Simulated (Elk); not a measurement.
## Elk run on NiPt3 (Pm-3m, 4 atoms in the cell): self-consistent single point

Method of the run: Elk with PBEsol, all-electron FP-LAPW, Elk's shipped species files, default APW+lo basis.

Input as run:

```
tasks
  0

xctype
  22

spinpol
  .true.

reducebf
  0.8

rgkmax
  7.0

nempty
  10

stype
  0

swidth
  0.00367493

avec
    7.2536438095    0.0000000000    0.0000000000
    0.0000000000    7.2536438095    0.0000000000
    0.0000000000    0.0000000000    7.2536438095

atoms
  2   : nspecies
  'Ni.in'   : spfname
  1   : natoms; atposl, bfcmt below
  0.0000000000  0.0000000000  0.0000000000    0.0 0.0 -1.0
  'Pt.in'   : spfname
  3   : natoms; atposl, bfcmt below
  0.0000000000  0.5000000000  0.5000000000    0.0 0.0 0.0
  0.5000000000  0.0000000000  0.5000000000    0.0 0.0 0.0
  0.5000000000  0.5000000000  0.0000000000    0.0 0.0 0.0

ngridk
  9 9 9
```

Output (repeated stretches shortened):

```
│ Elk code version 10.2.4 │

All units are atomic (Hartree, Bohr, etc.)

│ Ground-state run starting from atomic densities │

Lattice vectors :
   7.253643809       0.000000000       0.000000000
   0.000000000       7.253643809       0.000000000
   0.000000000       0.000000000       7.253643809

Unit cell volume      :    381.6529970
Brillouin zone volume :   0.6499365009

Muffin-tin inner radius fraction :   0.1000000000E-01

Nuclei treated as point charges

Species :    1 (Ni)
 parameters loaded from : Ni.in
 name : nickel
 nuclear charge    :   -28.00000000
 electronic charge :    28.00000000
 atomic mass :    106991.5230
 muffin-tin radius :    2.400000000
 number of radial points in muffin-tin :    497
 atomic positions (lattice), magnetic fields (Cartesian) :
   1 :   0.00000000  0.00000000  0.00000000    0.00000000  0.00000000 -1.00000000

Species :    2 (Pt)
 parameters loaded from : Pt.in
 name : platinum
 nuclear charge    :   -78.00000000
 electronic charge :    78.00000000
 atomic mass :    355605.4398
 muffin-tin radius :    2.539550363
 number of radial points in muffin-tin :    697
 atomic positions (lattice), magnetic fields (Cartesian) :
   1 :   0.00000000  0.50000000  0.50000000    0.00000000  0.00000000  0.00000000
   2 :   0.50000000  0.00000000  0.50000000    0.00000000  0.00000000  0.00000000
   3 :   0.50000000  0.50000000  0.00000000    0.00000000  0.00000000  0.00000000

Total number of atoms per unit cell :    4

Spin treatment :
 spin-polarised
 global magnetic field (Cartesian) :    0.000000000       0.000000000       0.000000000
 collinear magnetisation in z-direction

Number of Bravais lattice symmetries :   48
Number of crystal symmetries         :   48
Crystal has inversion symmetry
Real symmetric eigensolver will be used

k-point grid :      9     9     9
k-point offset :    0.000000000       0.000000000       0.000000000
   [... lines left out ...]
Maximum (1/2)|G+k|²                   :    3.905418353
Maximum |G| for potential and density :    12.00000000
 potential will be trimmed for |G| > 2 gkmax
Constant for pseudocharge density :    8
Radial integration step length :    4

G-vector grid sizes :     28    28    28
Number of G-vectors :    11067

Maximum angular momentum used for
 APW functions                      :    8
 outer part of muffin-tin           :    6
 inner part of muffin-tin           :    1

Total nuclear charge    :   -262.0000000
Total core charge       :    156.0000000
Total valence charge    :    106.0000000
Total excess charge     :    0.000000000
Total electronic charge :    262.0000000

Effective Wigner radius, rₛ :   0.7032227716

Number of empty states         :   40
Total number of valence states :  186
Total number of core states    :  156

Total number of local-orbitals :  110

Exchange-correlation functional :     22     0     0
 PBEsol, Phys. Rev. Lett. 100, 136406 (2008)
 gradient requirement :    1
 generalised gradient approximation (GGA)

Smearing type :    0
 Gaussian
Smearing width :   0.3674930000E-02
Effective electronic temperature (K) :    1160.451112

Mixing type :    3
 Broyden mixing, J. Phys. A: Math. Gen. 17, L317 (1984)

Kohn-Sham potential initialised from atomic data
│ Self-consistent loop started │
│ Loop number : 1 │
 total energy                :     -56805.8414845
 total moment                :   0.4342537563
│ Loop number : 2 │
 total energy                :     -56807.4421779
 total moment                :   0.4908756022
RMS change in Kohn-Sham potential (target) :    1.190663124     (  0.1000000000E-05)
Absolute change in total energy (target)   :    1.600693333     (  0.1000000000E-03)
│ Loop number : 3 │
 total energy                :     -56809.1648593
 total moment                :   0.4387090456
RMS change in Kohn-Sham potential (target) :    1.202422537     (  0.1000000000E-05)
Absolute change in total energy (target)   :    2.122854807     (  0.1000000000E-03)
│ Loop number : 4 │
 total energy                :     -56807.9095277
 total moment                :   0.4813183742
RMS change in Kohn-Sham potential (target) :    1.135331840     (  0.1000000000E-05)
Absolute change in total energy (target)   :   0.7246178978     (  0.1000000000E-03)
│ Loop number : 5 │
 total energy                :     -56825.5249759
   [... lines left out ...]
 total moment                :    1.268122769
RMS change in Kohn-Sham potential (target) :   0.6707532735E-05 (  0.1000000000E-05)
Absolute change in total energy (target)   :   0.3687971039E-03 (  0.1000000000E-03)
│ Loop number : 29 │
 total energy                :     -56844.4848363
 total moment                :    1.267596025
RMS change in Kohn-Sham potential (target) :   0.4618413254E-05 (  0.1000000000E-05)
Absolute change in total energy (target)   :   0.1599630923E-03 (  0.1000000000E-03)
│ Loop number : 30 │
 total energy                :     -56844.4849494
 total moment                :    1.266639145
RMS change in Kohn-Sham potential (target) :   0.6254862543E-06 (  0.1000000000E-05)
Absolute change in total energy (target)   :   0.1530496884E-03 (  0.1000000000E-03)
│ Loop number : 31 │
 total energy                :     -56844.4849412
 total moment                :    1.266492249
RMS change in Kohn-Sham potential (target) :   0.4599686078E-06 (  0.1000000000E-05)
Absolute change in total energy (target)   :   0.3009475768E-04 (  0.1000000000E-03)
Convergence targets achieved

│ Loop number : 32 │

Energies :
 Fermi                       :     0.378328554550
 sum of eigenvalues          :     -34855.0317307
 electron kinetic            :      64848.1786166
 core electron kinetic       :      62217.5720207
 Coulomb                     :     -120573.775970
 Coulomb potential           :     -98230.0600448
 nuclear-nuclear             :     -4404.94431384
 electron-nuclear            :     -134107.603268
 Hartree                     :      17938.7716118
 Madelung                    :     -71458.7459481
 xc potential                :     -1473.13700943
 xc effective B-field        :    -0.132915373774E-01
 external B-field            :      0.00000000000
 exchange                    :     -1101.32867010
 correlation                 :     -17.5588097784
 total energy                :     -56844.4848337
 (external B-field energy excluded from total)

Density of states at Fermi energy :    191.8155386
 (states/Hartree/unit cell)

Estimated indirect band gap :   0.1996957475E-03
 from k-point     22 to k-point     21
Estimated direct band gap   :   0.7580086528E-03
 at k-point     21

Charges :
 core                        :    156.0000000
 valence                     :    106.0000000
 interstitial                :    4.597198037
 muffin-tins (core leakage)
  species :    1 (Ni)
   atom    1                 :    27.24511714     (  0.2840985240E-03)
  species :    2 (Pt)
   atom    1                 :    76.71922827     (  0.6156937207E-03)
   atom    2                 :    76.71922827     (  0.6156937207E-03)
   atom    3                 :    76.71922827     (  0.6156937207E-03)
 total in muffin-tins        :    257.4028020
 total calculated charge     :    261.9783849
 total charge                :    262.0000000
 error                       :   0.2161512602E-01

Moments :
 interstitial                :  -0.2312136740E-01
 muffin-tins
  species :    1 (Ni)
   atom    1                 :   0.7394885784
  species :    2 (Pt)
   atom    1                 :   0.1832458068
   atom    2                 :   0.1832458068
   atom    3                 :   0.1832458068
 total in muffin-tins        :    1.289225999
 total moment                :    1.266104632

│ Self-consistent loop stopped │
```

The run converged in 32 iterations. The count includes the last loop, which Elk runs after its targets are met.

The starting cell comes from a database of computed structures (which also holds hypothetical and non-ambient phases and stackings), without a prior relaxation at this level. Its lattice was rescaled by a random factor within 2.5 % of one. Spin-orbit coupling is off. With one magnetic atom in the cell only a parallel order is possible. Values depend on the basis (sphere radii, cutoffs, local orbitals), which need not be converged. The log's line on a gap gives a spacing of levels on this mesh, which the program prints for metals too.

Cost on one core of a shared machine: roughly 2 min.
